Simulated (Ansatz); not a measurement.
The starting structures come from a database of crystals and need not be the phases stable at ambient conditions.

 Where the default PAW files enter, the runs use the earlier of Ansatz's two default sets.

Inside the gap of an insulator the Bloch states are evanescent, with a wavenumber k + iκ along the transport direction.

Data:

```
K2PdCl4
1.0
    4.09635     0.00000     0.00000
    0.00000     7.05765     0.00000
    0.00000     0.00000     7.05765
K Pd Cl
2 1 4
Cartesian
  2.04818   0.00000   3.52882
  2.04818   3.52882   0.00000
  0.00000   0.00000   0.00000
  0.00000   5.41872   1.63893
  0.00000   1.63893   5.41872
  0.00000   1.63893   1.63893
  0.00000   5.41872   5.41872
```

Space group of this cell: P4/mmm. The cell is taken as given; by PBEsol its mean pressure is -0.8 GPa.

Transport runs along the normal of the first two printed cell vectors, the (100) plane of the conventional cell.

The gap is the functional's own. No spin-orbit coupling. Mid-gap values are interpolated on the energy grid.

Question: Estimate the band gap and the smallest decay constant κ at mid-gap that PBEsol (Ansatz, a program for electronic structure) returns for this system.

Answer: Gap 1.40 eV on a 8×4×4 mesh; κ = 0.314 1/Å, at (0.000, 0.500) of the in-plane reciprocal vectors. At the zone centre, at the nearest computed energy, the slowest state has κ = 0.41 1/Å.
